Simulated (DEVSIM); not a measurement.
Structure: Si p+/n-/n+ power diode, at 300 K.

```
layer (left to right)  material  thickness (μm)  Nd (cm⁻³)  Na (cm⁻³)  τn (s)  τp (s)
---------------------  --------  --------------  ---------  ---------  ------  ------
1                            Si            3.80          -     9.8e18  0.0005  0.0005
2                            Si            1.10     1.9e14          -  0.0005  0.0005
3                            Si            8.40     3.1e18          -  0.0005  0.0005
```

Left contact: ohmic. Right contact: ohmic. Voltage is applied to the left contact. Recombination: SRH at mid-gap, radiative, Auger. Gap narrowing is on: ΔEg = 6.92 meV × (l + √(l² + 0.5)), l = ln(N/1.3e17 cm⁻³), shared equally by both band edges. Mobility is μmin + (μ − μmin)/(1 + (N/Nref)^α).

Constants are typed, rounded textbook-type inputs, not results; the design itself was drawn at random and stands for no fabricated device. Values at 300 K.

```
parameter           Si
-------------  -------
gap (eV)         1.124
affinity (eV)     4.05
permittivity      11.7
Nc (cm⁻³)      2.86e19
Nv (cm⁻³)       3.1e19
μn (cm²/Vs)       1417
μp (cm²/Vs)        470
μn,min              52
μp,min              45
Nref,n          9.7e16
Nref,p          2.2e17
αn                0.68
αp                0.72
B (cm³/s)      4.7e-15
Cn (cm⁶/s)     2.8e-31
Cp (cm⁶/s)     9.9e-32
```

DEVSIM, 1D drift-diffusion, Boltzmann statistics, complete ionisation; no tunnelling, impact ionisation, image-force lowering or self-heating.

**Question.** Tabulate band edges, carrier densities and field at 0.9 V on the left contact.

**Answer.** Energies count from the Fermi level of the right contact; mesh points crowd at the junctions.

| x (μm) | Ec (eV) | Ev (eV) | n (cm⁻³) | p (cm⁻³) | field (V/cm) |
|---|---|---|---|---|---|
| 0.000 | 0.134 | -0.930 | 120 | 9.8e18 | ≈ 0 |
| 0.05084 | 0.134 | -0.930 | 1.8e15 | 9.8e18 | ≈ 0 |
| 0.1988 | 0.134 | -0.930 | 6.9e15 | 9.8e18 | ≈ 0 |
| 0.6651 | 0.134 | -0.930 | 2.3e16 | 9.8e18 | ≈ 0 |
| 2.589 | 0.135 | -0.929 | 9.2e16 | 9.9e18 | ≈ 0 |
| 3.408 | 0.135 | -0.929 | 1.2e17 | 9.9e18 | ≈ 0 |
| 3.690 | 0.135 | -0.929 | 1.4e17 | 9.9e18 | ≈ 0 |
| 3.794 | 0.135 | -0.929 | 1.4e17 | 9.9e18 | -1500 |
| 3.834 | 0.110 | -1.014 | 3.7e17 | 3.7e17 | -59 |
| 3.945 | 0.110 | -1.014 | 3.7e17 | 3.7e17 | ≈ 0 |
| 4.282 | 0.110 | -1.014 | 3.7e17 | 3.7e17 | ≈ 0 |
| 4.766 | 0.110 | -1.014 | 3.7e17 | 3.7e17 | ≈ 0 |
| 4.870 | 0.110 | -1.014 | 3.7e17 | 3.7e17 | -86 |
| 4.908 | 0.054 | -1.026 | 3.3e18 | 2.3e17 | -1500 |
| 5.020 | 0.053 | -1.026 | 3.3e18 | 2.2e17 | ≈ 0 |
| 5.324 | 0.054 | -1.026 | 3.3e18 | 2.1e17 | ≈ 0 |
| 6.218 | 0.054 | -1.026 | 3.3e18 | 1.8e17 | ≈ 0 |
| 9.056 | 0.055 | -1.024 | 3.2e18 | 1.1e17 | ≈ 0 |
| 12.34 | 0.057 | -1.023 | 3.1e18 | 2.4e16 | ≈ 0 |
| 13.00 | 0.057 | -1.022 | 3.1e18 | 7.7e15 | ≈ 0 |
| 13.22 | 0.057 | -1.022 | 3.1e18 | 2.1e15 | ≈ 0 |
| 13.30 | 0.057 | -1.022 | 3.1e18 | 210 | ≈ 0 |
